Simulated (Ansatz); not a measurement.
Single solute atoms on W sites of bcc W, each beside a vacancy: the barrier for the solute to jump into the vacancy, counted from the relaxed pair on adjacent sites of that sublattice. PBE (Ansatz, an electronic-structure program, plane waves to 420 eV, PAW), climbing-image NEB, 36 sites, 3×3×5 shifted, energies as single points at geometries from a coarser mesh; static nuclei, fixed cell, no finite-size correction. This jump alone does not carry the solute far: the vacancy must also move round it. All rows are spin-restricted. Spin-orbit coupling is left out.

The jump length is the distance between the solute's relaxed places before and after the jump, so it follows from relaxing the pair, without the band.

| Row | Solute | Jump length x (Å) | Barrier y (eV) |
|---|---|---|---|
| 1 | Al | 2.41 | 0.56 |
| 2 | Ir | 2.69 | 1.20 |
| 3 | Ag | 2.14 | 0.53 |
| 4 | Hf | 2.36 | 0.85 |
| 5 | In | 2.10 | 0.41 |
| 6 | Si | 2.39 | 0.29 |
| 7 | Cu | 2.40 | ? |

### Question
Fit a straight line of barrier against jump length to rows 1 to 6, predict row 7, and compare with the computed barrier.

### Answer
Means: x̄ = 2.348 Å, ȳ = 0.640 eV. Sums of products of deviations: Sxx = 0.2275 Å², Sxy = 0.2543 eV Å, Syy = 0.5516 eV². Slope: Sxy/Sxx = 1.12 eV/Å; r² = Sxy²/(Sxx Syy) = 0.52; scatter about the line: √[(Syy − Sxy²/Sxx)/(6 − 2)] = 0.26 eV. Row 7: 0.640 + 1.12 × (2.40 − 2.348) ≈ 0.70 eV. The computed barrier is 0.44 eV, -0.26 eV from the line, within the scatter; the mean ȳ alone misses it by 0.20 eV.
